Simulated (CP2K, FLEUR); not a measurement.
A CP2K input for a self-consistent single point of Ca3Mg (I4/mmm, 4 atoms in the cell) (DFT LDA (Pade form), GPW, DZVP-MOLOPT-SR-GTH basis, GTH-PADE potentials (GTH_POTENTIALS)):

```
&GLOBAL
  PROJECT ca3mg
  RUN_TYPE ENERGY_FORCE
  PRINT_LEVEL LOW
&END GLOBAL
&FORCE_EVAL
  METHOD Quickstep
  STRESS_TENSOR ANALYTICAL
  &DFT
    BASIS_SET_FILE_NAME BASIS_MOLOPT
    POTENTIAL_FILE_NAME GTH_POTENTIALS
    &QS
      METHOD GPW
      EPS_DEFAULT 1E-10
    &END QS
    &MGRID
      CUTOFF 1000
      REL_CUTOFF 60
      NGRIDS 5
    &END MGRID
    &SCF
      SCF_GUESS ATOMIC
      EPS_SCF 1E-6
      MAX_SCF 100
      ADDED_MOS 8
      &DIAGONALIZATION
        ALGORITHM STANDARD
      &END DIAGONALIZATION
      &MIXING
        METHOD BROYDEN_MIXING
        ALPHA 0.3
        NBUFFER 10
        BETA 1
      &END MIXING
      &SMEAR ON
        METHOD FERMI_DIRAC
        ELECTRONIC_TEMPERATURE [K] 580.23
      &END SMEAR
    &END SCF
    &KPOINTS
      SCHEME MONKHORST-PACK 7 7 7
    &END KPOINTS
    &XC
      &XC_FUNCTIONAL PADE
      &END XC_FUNCTIONAL
    &END XC
    &PRINT
      &MO
        EIGENVALUES T
        OCCUPATION_NUMBERS T
        NDIGITS 8
        FILENAME mo
        &EACH
          QS_SCF 0
        &END EACH
        ADD_LAST NUMERIC
      &END MO
      &MULLIKEN OFF
      &END MULLIKEN
    &END PRINT
  &END DFT
  &SUBSYS
    &CELL
      ABC 6.49041300 6.49041284 6.49041301
      ALPHA_BETA_GAMMA 131.89139047 131.89140061 70.40061075
      PERIODIC XYZ
    &END CELL
    &COORD
      SCALED
      Ca       0.50000000     0.50000000     0.00000000
      Ca       0.25000000     0.75000000     0.50000000
      Ca       0.75000000     0.25000000     0.50000000
      Mg       0.00000000     0.00000000     0.00000000
    &END COORD
    &KIND Ca
      BASIS_SET DZVP-MOLOPT-SR-GTH
      POTENTIAL GTH-PADE-q10
    &END KIND
    &KIND Mg
      BASIS_SET DZVP-MOLOPT-SR-GTH
      POTENTIAL GTH-PADE-q10
    &END KIND
  &END SUBSYS
  &PRINT
    &FORCES ON
    &END FORCES
    &STRESS_TENSOR ON
    &END STRESS_TENSOR
  &END PRINT
&END FORCE_EVAL
```

### Question
Give the FLEUR input for the same structure, mesh, smearing and functional.

### Answer
One input that does it (others would too):

Input of the input generator:

```
Ca3Mg
&input film=f /
-2.6455070000 2.6455070000 5.3035880000
2.6455070000 -2.6455070000 5.3035880000
2.6455070000 2.6455070000 -5.3035880000
1.8897261246
1.0 1.0 1.0

4
20 0.5000000000 0.5000000000 0.0000000000
20 0.2500000000 0.7500000000 0.5000000000
20 0.7500000000 0.2500000000 0.5000000000
12 0.0000000000 0.0000000000 0.0000000000

&comp jspins=1 /
&exco xctyp='pz' /
&kpt div1=7 div2=7 div3=7 /
&end /
```

```xml
<?xml version="1.0" encoding="UTF-8" standalone="no"?>
<fleurInput fleurInputVersion="0.39">
   <comment>
      Ca3Mg                                                                                               
   </comment>
   <calculationSetup>
      <cutoffs Kmax="3.8" Gmax="15.2" GmaxXC="15.2" numbands="0"/>
      <scfLoop itmax="80" minDistance="0.00001" maxIterBroyd="40" imix="Anderson" alpha="0.05" precondParam="0.0" spinf="2.0"/>
      <coreElectrons ctail="T" frcor="F" kcrel="0" coretail_lmax="0"/>
      <xcFunctional name="pz" relativisticCorrections="F"/>
      <magnetism jspins="1"/>
      <soc l_soc="F" theta="0.0" phi="0.0" spav="F"/>
      <expertModes spex="0" secvar="F"/>
      <geometryOptimization l_f="T" forcealpha="1.0" forcemix="BFGS" epsdisp="0.00001" epsforce="0.00001"/>
      <ldaU l_linMix="F" mixParam="0.05" spinf="1.0"/>
   </calculationSetup>
   <cell>
      <bzIntegration valenceElectrons="40.0" mode="hist" fermiSmearingEnergy="0.00183747">
         <kPointListSelection listName="default-1"/>
         <!-- k-points included here -->
         <xi:include xmlns:xi="http://www.w3.org/2001/XInclude" href="kpts.xml"> </xi:include>
      </bzIntegration>
      <!-- symmetry operations included here -->
      <xi:include xmlns:xi="http://www.w3.org/2001/XInclude" href="sym.xml"> </xi:include>
      <bulkLattice scale="1.0">
         <bravaisMatrix>
            <row-1>   -4.9992836907121712     4.9992836907121712    10.0223287977150655</row-1>
            <row-2>    4.9992836907121712    -4.9992836907121712    10.0223287977150655</row-2>
            <row-3>    4.9992836907121712     4.9992836907121712   -10.0223287977150655</row-3>
         </bravaisMatrix>
      </bulkLattice>
   </cell>
   <atomSpecies>
      <species name="Calcium (Ca)" element="Ca" atomicNumber="20">
         <mtSphere radius="2.68" gridPoints="925" logIncrement="0.013"/>
         <atomicCutoffs lmax="10" lnonsphr="8"/>
         <electronConfig flipSpins="F">
            <coreConfig>(1s1/2) (2s1/2) (2p1/2) (2p3/2)</coreConfig>
            <valenceConfig>(3s1/2) (3p1/2) (3p3/2) (4s1/2)</valenceConfig>
         </electronConfig>
         <energyParameters s="4" p="4" d="3" f="4"/>
         <lo type="SCLO" l="0" n="3" eDeriv="0"/>
         <lo type="SCLO" l="1" n="3" eDeriv="0"/>
      </species>
      <species name="Magnesium (Mg)" element="Mg" atomicNumber="12">
         <mtSphere radius="2.68" gridPoints="925" logIncrement="0.013"/>
         <atomicCutoffs lmax="10" lnonsphr="8"/>
         <electronConfig flipSpins="F">
            <coreConfig>(1s1/2)</coreConfig>
            <valenceConfig>(2s1/2) (2p1/2) (2p3/2) (3s1/2)</valenceConfig>
         </electronConfig>
         <energyParameters s="3" p="3" d="3" f="4"/>
         <lo type="SCLO" l="0" n="2" eDeriv="0"/>
         <lo type="SCLO" l="1" n="2" eDeriv="0"/>
      </species>
   </atomSpecies>
   <atomGroups>
      <atomGroup species="Calcium (Ca)">
         <relPos label="                   1">1.000/2.000 1.000/2.000 .0000000000</relPos>
         <force calculate="T" relaxXYZ="TTT"/>
      </atomGroup>
      <atomGroup species="Calcium (Ca)">
         <relPos label="                   2">1.000/4.000 -1.000/4.000 1.000/2.000</relPos>
         <relPos label="                   3">-1.000/4.000 1.000/4.000 1.000/2.000</relPos>
         <force calculate="T" relaxXYZ="TTT"/>
      </atomGroup>
      <atomGroup species="Magnesium (Mg)">
         <relPos label="                   4">.0000000000 .0000000000 .0000000000</relPos>
         <force calculate="T" relaxXYZ="TTT"/>
      </atomGroup>
   </atomGroups>
   <output dos="F" band="F" slice="F">
      <checks vchk="F" cdinf="F"/>
      <bandDOS minEnergy="-.5*Htr" maxEnergy="0.5*Htr" sigma="0.015" storeEVData="T"/>
      <vacuumDOS vacdos="F" integ="F" star="F" nstars="0" locx1="0.0" locy1="0.0" locx2="0.0" locy2="0.0" nstm="0" tworkf="0.0"/>
      <unfoldingBand unfoldBand="F" supercellX="1" supercellY="1" supercellZ="1"/>
      <plotting iplot="0" polar="F">
         <plot TwoD="T" vec1="  1.0  0.0  0.0" vec2="  0.0  1.0  0.0" vec3="  0.0  0.0  1.0" zero="  0.0  0.0  0.0" file="plot"/>
      </plotting>
      <chargeDensitySlicing numkpt="0" minEigenval="0.0" maxEigenval="0.0" nnne="0" pallst="F"/>
      <specialOutput eonly="F"/>
      <magneticCircularDichroism mcd="F" energyLo="-10.0" energyUp="0.0"/>
   </output>
  <!-- We include the file relax.xml here to enable relaxations (see documentation) -->
  <xi:include xmlns:xi="http://www.w3.org/2001/XInclude" href="relax.xml"> <xi:fallback/> </xi:include>
</fleurInput>
```

Basis settings and potentials, where a program has them, do not carry over. This input uses DFT, LDA (Perdew-Zunger), all-electron FLAPW (FLEUR), scalar-relativistic valence. LDA parametrisations can differ slightly between programs.

The starting cell comes from a database of computed structures (which also holds hypothetical and non-ambient phases and stackings), without a prior relaxation at this level. Its lattice was rescaled by a random factor within 2.5 % of one. For this run, on top of that: lattice scaled by 0.98.
